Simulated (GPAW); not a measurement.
# Input and output of a self-consistent single point for LiNiS₂ (P2/c, 8 atoms in the cell) (GPAW)

Computed with PBEsol, GPAW PAW datasets PBEsol (made by gpaw-setup) (plane waves; GPAW).

The input file:

```python
from ase import Atoms
from ase.units import GPa
from gpaw import GPAW, PW

atoms = Atoms(['Li', 'Li', 'Ni', 'Ni', 'S', 'S', 'S', 'S'],
              cell=[[5.772621, 0.000000, 0.000000],
                    [0.000000, 3.433781, 0.000000],
                    [-0.008285, 0.000000, 5.948266]],
              scaled_positions=[[0.500000, 0.257850, 0.750000],
                                [0.500000, 0.742150, 0.250000],
                                [0.000000, 0.746240, 0.250000],
                                [0.000000, 0.253760, 0.750000],
                                [0.211310, 0.246670, 0.418690],
                                [0.788690, 0.753330, 0.581310],
                                [0.788690, 0.246670, 0.081310],
                                [0.211310, 0.753330, 0.918690]],
              pbc=True)

calc = GPAW(mode=PW(850),
            xc='PBEsol',
            kpts={'size': (4, 7, 4), 'gamma': True},
            occupations={'name': 'methfessel-paxton', 'width': 0.136, 'order': 0},
            nbands=-12,
            convergence={'forces': 0.001},
            symmetry={'symmorphic': False, 'tolerance': 0.0005},
            maxiter=100)

atoms.calc = calc

energy = atoms.get_potential_energy()
print('Energy (eV):', round(energy, 6))
forces = atoms.get_forces()
print('Forces (eV/Ang):')
print(forces.round(5))
stress = atoms.get_stress()
print('Stress (GPa, Voigt):', (stress / GPa).round(4))
```

Log, with long lists cut:

```
Input parameters:
  convergence: {forces: 0.001}
  kpts: {gamma: True,
         size: (4, 7, 4)}
  maxiter: 100
  mode: {ecut: 850.0,
         name: pw}
  nbands: -12
  occupations: {name: methfessel-paxton,
                order: 0,
                width: 0.136}
  symmetry: {symmorphic: False,
             tolerance: 0.0005}
  xc: PBEsol

species:
  Li:
    name: Lithium
    Z: 3.0
    valence: 1
    core: 2
    charge: 0.0
    file: Li.PBEsol.gz

    # Using partial waves for Li as LCAO basis

  Ni:
    name: Nickel
    Z: 28.0
    valence: 16
    core: 12
    charge: 0.0
    file: Ni.PBEsol.gz

    # Using partial waves for Ni as LCAO basis

  S:
    name: Sulfur
    Z: 16.0
    valence: 6
    core: 10
    charge: 0.0
    file: S.PBEsol.gz

    # Using partial waves for S as LCAO basis

Reference energy: -126428.046726  # eV

Spin-paired calculation

Convergence criteria:
 Maximum [total energy] change in last 3 cyles: 0.0005 eV / valence electron
 Maximum integral of absolute [dens]ity change: 0.0001 electrons / valence electron
 Maximum integral of absolute [eigenst]ate change: 4e-08 eV^2 / valence electron
 Maximum change in the atomic [forces] across last 2 cycles: 0.001 eV/Ang OR
Maximum error relative to the maximum force is below inf
 Maximum number of scf [iter]ations: 100

Symmetries present (total): 4
Symmetries with fractional translations: 2
112 k-points: 4 x 7 x 4 Monkhorst-Pack grid + [1/8,0.000000,1/8]
40 k-points in the irreducible part of the Brillouin zone
       k-points in crystal coordinates                weights
   0:     0.00000000    0.00000000    0.00000000          1/112
   1:     0.00000000    0.00000000    0.25000000          2/112
   2:     0.00000000    0.00000000    0.50000000          1/112
   [... 7 lines left out ...]
          ...
  39:     0.50000000    0.42857143    0.50000000          2/112

Wave functions: Plane wave expansion
  Cutoff energy: 850.000 eV
  Number of coefficients (min, max): 6604, 6666
  Pulay-stress correction: 0.000000 eV/Ang^3 (de/decut=0.000000)

Occupation numbers: Methfessel-Paxton:
  width: 0.1360  # eV
  order: 0

Eigensolver

Densities:
  Coarse grid: 40*24*40 grid
  Fine grid: 80*48*80 grid
  Total Charge: 0.000000

Density mixing:
  Method: separate
  Backend: pulay
  Linear mixing parameter: 0.05
  old densities: 5
  Damping of long wavelength oscillations: 50

Hamiltonian:
  XC and Coulomb potentials evaluated on a 80*48*80 grid
  External potential:
    NoExternalPotential

XC parameters: PBEsol with 2 nearest neighbor stencil

Number of atoms: 8
Number of atomic orbitals: 48
Number of bands in calculation: 41
Number of valence electrons: 58
Bands to converge: occupied

Density initialized from atomic densities
  41 bands from LCAO basis set

Atomic positions and initial magnetic moments

Positions:
   0 Li     2.880097    0.885400    4.461200    ( 0.0000,  0.0000,  0.0000)
   1 Li     2.884239    2.548381    1.487067    ( 0.0000,  0.0000,  0.0000)
   2 Ni    -0.002071    2.562425    1.487067    ( 0.0000,  0.0000,  0.0000)
   3 Ni    -0.006214    0.871356    4.461200    ( 0.0000,  0.0000,  0.0000)
   4 S      1.216344    0.847011    2.490479    ( 0.0000,  0.0000,  0.0000)
   5 S      4.547992    2.586770    3.457787    ( 0.0000,  0.0000,  0.0000)
   6 S      4.552135    0.847011    0.483654    ( 0.0000,  0.0000,  0.0000)
   7 S      1.212201    2.586770    5.464612    ( 0.0000,  0.0000,  0.0000)

Unit cell:
           periodic     x           y           z      points  spacing
  1. axis:    yes    5.772621    0.000000    0.000000    40     0.1443
  2. axis:    yes    0.000000    3.433781    0.000000    24     0.1431
  3. axis:    yes   -0.008285    0.000000    5.948266    40     0.1487

  Lengths:   5.772621   3.433781   5.948272
  Angles:   90.000000  90.079804  90.000000

Effective grid spacing dv^(1/3) = 0.1453

     iter     time        total  log10-change:
                         energy   eigst   dens  force
iter:   1 --:--:--   -42.849728
iter:   2 --:--:--   -42.770404   -0.27  -1.42
iter:   3 --:--:--   -42.732492   -0.84  -1.44
iter:   4 --:--:--   -42.701356   -1.32  -1.49
iter:   5 --:--:--   -42.720649   -1.83  -1.88
iter:   6 --:--:--   -42.707016c  -2.30  -2.03
iter:   7 --:--:--   -42.714342c  -2.97  -2.36
iter:   8 --:--:--   -42.710851c  -3.91  -2.43
iter:   9 --:--:--   -42.708842c  -3.48  -2.45
iter:  10 --:--:--   -42.708863c  -4.60  -3.34
iter:  11 --:--:--   -42.708833c  -5.56  -3.48
iter:  12 --:--:--   -42.708798c  -5.54  -3.56
iter:  13 --:--:--   -42.708796c  -6.79  -4.05c
iter:  14 --:--:--   -42.708796c  -7.61c -4.13c
iter:  15 --:--:--   -42.708796c  -7.82c -4.16c -2.76
iter:  16 --:--:--   -42.708794c  -7.74c -4.32c -2.15
iter:  17 --:--:--   -42.708793c  -8.98c -4.77c -2.76
iter:  18 --:--:--   -42.708793c  -8.76c -4.83c -2.70
iter:  19 --:--:--   -42.708793c  -9.37c -4.94c -3.21c

Converged after 19 iterations.

Dipole moment: (-0.000000, 0.000000, 0.000000) |e|*Ang

Energy contributions relative to reference atoms: (reference = -126428.046726)

Kinetic:        +29.660689
Potential:      -27.166112
External:        +0.000000
XC:             -45.793980
Entropy (-ST):   -0.062010
Local:           +0.621616
SIC:             +0.000000
--------------------------
Free energy:    -42.739798
Extrapolated:   -42.708793

Showing only first 2 kpts
 Kpt  Band  Eigenvalues  Occupancy
  0    27      5.19681    2.00000
  0    28      6.30815    0.01109
  0    29      6.94124    0.00000
  0    30      6.98719    0.00000

  1    27      5.26124    2.00000
  1    28      6.33429    0.00493
  1    29      6.34947    0.00298
  1    30      6.91785    0.00000

Fermi level: 6.06391

No gap
No difference between direct/indirect transitions
Energy (eV): -42.708793

Forces in eV/Ang:
  0 Li    0.00000   -0.02043    0.00000
  1 Li    0.00000    0.02043    0.00000
  2 Ni    0.00000    0.02102   -0.00000
  3 Ni    0.00000   -0.02102    0.00000
  4 S    -0.28976    0.02640   -0.06555
  5 S     0.28976   -0.02640    0.06555
  6 S     0.28976    0.02640    0.06555
  7 S    -0.28976   -0.02640   -0.06555

Stress tensor:
     0.023008     0.000000     0.001405
     0.000000     0.025239     0.000000
     0.001405     0.000000     0.024477
Stress (GPa, Voigt): [3.6863 4.0437 3.9217 0.     0.2252 0.    ]
```

The run converged in 19 iterations. GPAW prints stress with tension positive.

The starting cell comes from a database of computed structures (which also holds hypothetical and non-ambient phases and stackings), without a prior relaxation at this level. Its lattice was rescaled by a random factor within 2.5 % of one. Spin polarisation is off, so a magnetic state, if there is one, cannot be reached. With a pressure of about -4 GPa the cell is away from its equilibrium volume at this level.

Cost on one core of a shared machine: roughly 4 min.
